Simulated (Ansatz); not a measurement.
Here is the system:

End structure of Ru on a Mo site (surface) in a 3x3 cell of the 1x1 (110) surface of bcc Mo:

```xyz
36
Lattice="8.2120 0.0000 0.0000 -2.7373 7.7424 0.0000 0.0000 0.0000 26.0000" Properties=species:S:1:pos:R:3 pbc="T T T"
Mo     0.9125     1.2904     9.7315
Mo     0.0000     3.8712     9.7315
Mo    -0.9124     6.4520     9.7315
Mo     3.6498     1.2904     9.7315
Mo     2.7373     3.8712     9.7315
Mo     1.8249     6.4520     9.7315
Mo     6.3871     1.2904     9.7315
Mo     5.4747     3.8712     9.7315
Mo     4.5622     6.4520     9.7315
Mo     0.0000     0.0000    11.8823
Mo    -0.9109     2.5808    11.8708
Mo    -1.8265     5.1616    11.8708
Mo     2.7368     0.0015    11.8708
Mo     1.8277     2.5848    11.8639
Mo     0.9077     5.1650    11.8739
Mo     5.4752    -0.0015    11.8708
Mo     4.5670     2.5774    11.8739
Mo     3.6470     5.1576    11.8639
Mo     0.9269     1.3109    14.1082
Mo    -0.0057     3.8735    14.1292
Mo    -0.9194     6.4569    14.1337
Mo     3.6539     1.2858    14.1292
Mo     2.7373     3.8712    14.1277
Mo     1.8208     6.4566    14.1292
Mo     6.3941     1.2855    14.1337
Mo     5.4804     3.8689    14.1292
Mo     4.5478     6.4315    14.1082
Ru     0.0000     0.0000    16.1737
Mo    -0.9366     2.5918    16.2829
Mo    -1.8008     5.1506    16.2829
Mo     2.7558    -0.0191    16.2829
Mo     1.8142     2.5657    16.2362
Mo     0.8949     5.1740    16.2669
Mo     5.4563     0.0191    16.2829
Mo     4.5798     2.5684    16.2669
Mo     3.6605     5.1767    16.2362
```

Slab: 36 atoms, 6.5 Å thick at the start (thin: gaps and levels are the slab's own); k 4x4x1, smearing 0.1 eV, dipole-corrected; 9 atoms held, the rest relaxed; held to the start's symmetry, so lower structures may exist; no spin, no spin-orbit, no U.

Q: What change of the step from the bottom to the top vacuum level, against the clean slab does PBE (Ansatz, a first-principles code) give?

A: -0.013 eV

Q: Predict the formation energy against bcc Mo, hcp Ru from PBE.

A: 0.056 eV

Q: Predict the work function of the top face from PBE.

A: 4.57 eV

Q: Estimate the change of the work function that PBE returns for this input.

A: -0.015 eV
